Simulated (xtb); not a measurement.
xtb 6.7.1, GFN2-xTB: W(Cl)4(OMe)2 (C[O][W]([Cl])([Cl])([Cl])([Cl])[O]C), 15 atoms. The geometry is a generated start, not checked to be a minimum at this level.

```json
{
  "run_flags": "--grad",
  "method": "GFN2-xTB",
  "--acc": "1 (default)",
  "--etemp (K)": "300 (default)",
  "basis_functions": "72",
  "valence_electrons": "60"
}
```

```xyz
15

W     -0.7242    -0.1752     0.0957
Cl    -2.6828     0.4067    -0.8674
Cl    -1.0566     1.5345     1.7063
Cl    -0.4264    -1.9039    -1.5065
Cl    -1.8495    -1.6400     1.4002
O      0.7471    -0.6267     0.9712
C      1.3155    -1.1397     2.1235
H      0.8056    -2.0849     2.3734
H      2.3887    -1.3171     1.9889
H      1.1586    -0.4136     2.9372
O      0.0840     0.9223    -1.0391
C      0.0692     1.5023    -2.2953
H     -0.9843     1.6393    -2.5999
H      0.5838     2.4707    -2.2858
H      0.5713     0.8252    -3.0023
```

Charge 0 and multiplicity 1 are set for this test and not shown to be the ground state.

One run each on 1 thread. Values of broydamp tried: 0.02, 0.05, 0.1, 0.2, 0.4 (default), 0.6, 0.8, 1.

### Question
Which value of broydamp needs the fewest SCC iterations, and what happens away from it?

### Answer
Fewest SCC iterations, within one of each other: 0.4 (default) with 23, 0.6 with 23, 0.8 with 24, 1 with 24. The count rises to 38 at 0.02. All converge to one solution.

```
broydamp       SCC iterations            end
-------------  --------------  -------------
0.02                       38  same solution
0.05                       32  same solution
0.1                        27  same solution
0.2                        25  same solution
0.4 (default)              23  same solution
0.6                        23  same solution
0.8                        24  same solution
1                          24  same solution
```
